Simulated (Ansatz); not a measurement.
The reference is Mg in the hcp (Mg type) structure (space group P6_3/mmc, No. 194; a = 3.1862 Å, c = 5.2235 Å).

Level of theory: plane-wave PAW DFT at the PBE level (Ansatz, a quantum-chemistry and plane-wave program, 420 eV), no SOC, earlier PAW set.

One change was made to it. Results:

```tsv
quantity	base	after
shortest interatomic distance	3.186 Å	3.146 Å
density	1.76 g/cm³	1.83 g/cm³
```

Task: Which of these changes matches the shifts?
A) pressure 0.7 GPa
B) pressure 0.3 GPa
C) pressure 7.5 GPa
D) pressure 1.5 GPa
E) pressure −1 GPa

Result: D, pressure 1.5 GPa. For comparison, the shortest interatomic distance in the other runs: pressure 0.7 GPa gives 3.167 Å; pressure 0.3 GPa gives 3.178 Å; pressure −1 GPa gives 3.217 Å; pressure 7.5 GPa gives 3.031 Å.

Load acts through the strain it causes; cell and atoms are relaxed under it. No phonon test of stability was made. No other phases were tried under pressure.
